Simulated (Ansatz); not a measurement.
Take BAs in the zinc blende structure (space group F-43m, No. 216; a = 4.7839 Å) as the base.

Structures relaxed with Kohn–Sham DFT with the r2SCAN functional, run in Ansatz (an electronic-structure program) with PAW and 500 eV plane waves, no spin-orbit coupling.

Base:

Simulated powder pattern, Cu Kα1, λ = 1.54056 Å (kinematic, ideal powder, no thermal factors, no anomalous dispersion; the 10 strongest lines at most, above 2 %, up to 2θ = 90°):

| 2θ (°) | I/Imax (%) | hkl |
|---|---|---|
| 32.39 | 100 | (111) |
| 37.57 | 40 | (200) |
| 54.18 | 40 | (220) |
| 64.56 | 40 | (311) |
| 67.80 | 9.5 | (222) |
| 80.19 | 6.3 | (400) |
| 89.15 | 17 | (331) |

After one change:

Simulated powder pattern, Cu Kα1, λ = 1.54056 Å (kinematic, ideal powder, no thermal factors, no anomalous dispersion; the 10 strongest lines at most, above 2 %, up to 2θ = 90°):

```tsv
2θ (°)	I/Imax (%)
32.50	100
37.71	40
54.39	40
64.81	40
68.07	9.5
80.53	6.3
89.55	17
```

Which of these changes matches the shifts?
A) pressure 0.7 GPa
B) pressure 1.5 GPa
C) pressure 0.3 GPa
D) pressure 5 GPa

B, pressure 1.5 GPa. Its volume per atom is 13.54 Å³ against 13.69 Å³, and its space group is F-43m (No. 216).

Load acts through the strain it causes; cell and atoms are relaxed under it. No phonon test of stability was made. No other phases were tried under pressure.
